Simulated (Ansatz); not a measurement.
Gap of a (8,8) ZnO nanotube at several levels, all on one geometry.

Levels: PBE (plane waves to 420 eV, PAW; Ansatz, a quantum-chemistry and plane-wave program); r2SCAN (plane waves to 500 eV, PAW; Ansatz); HSE06 (Ansatz). Unmarked values and the geometry are of the first. Mesh 1×1×10. No spin polarisation. One-dimensional cell, images about 11 Å apart. A hypothetical model, rolled from the flat sheet. It keeps the symmetry and period of its start, so it need not be a minimum against all distortions. HSE06 ran on a 1×1×6 mesh and at PBE's edge points.

```
level     gap (eV)
------  ----------
PBE           1.66
r2SCAN        2.05
HSE06   (withheld)
```

Task: Some entries are withheld; supply them.

Result: 
- HSE06, gap (eV): 3.28
